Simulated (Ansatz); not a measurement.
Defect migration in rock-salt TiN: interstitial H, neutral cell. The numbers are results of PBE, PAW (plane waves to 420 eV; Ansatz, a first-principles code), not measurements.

Settings: 64 host sites, the relaxed PBE lattice, a 3×3×3 k-point mesh shifted by half a step, smearing 0.10 eV, spin-restricted, no image-charge correction. No zero-point or tunnelling terms. Sites that were not tried may lie lower. The order of the sites in energy changes with the mesh.

Barriers: single points on a 4×4×4 k-point mesh shifted by half a step at the bands' geometries (they differ from the bands' own by up to 0.05 eV, and are uncertain by about as much).

The step: one H atom jumps by itself; the atom moves 1.17 Å along (0.00, 0.00, -0.28) of the unit cell; the moving atom starts with neighbours N at 1.06; 3 Ti at 1.92 Å and ends with N at 1.06; 3 Ti at 1.92 Å.

Q: Predict the migration barrier of this step from PBE, PAW.

A: 0.17 eV, the same both ways. At the saddle the moving atom has neighbours N at 1.04, N at 1.99; 2 Ti at 1.83 Å. The saddle point's order was not checked, and it lies on a symmetry element of the cell, where a band can be held.
